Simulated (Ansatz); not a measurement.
O on the 1x1 (111) surface of fcc Ir, one in a 2x2 cell, energies for each (26.0 Å²). Energies are against ½ O2(g), without zero-point or thermal terms; each row is named by its start.

Calculation: PBE (plane waves to 420 eV, PAW; Ansatz, a first-principles code).

Q: Which site binds most strongly?
A. hollow Ir-Ir-Ir over Ir at depth 4.4 Å
B. hollow Ir-Ir-Ir over Ir at depth 2.2 Å
C. top Ir

A: A, hollow Ir-Ir-Ir over Ir at depth 4.4 Å. Adsorption energies: hollow Ir-Ir-Ir over Ir at depth 4.4 Å -1.65 eV; hollow Ir-Ir-Ir over Ir at depth 2.2 Å -1.43 eV; top Ir -0.53 eV.
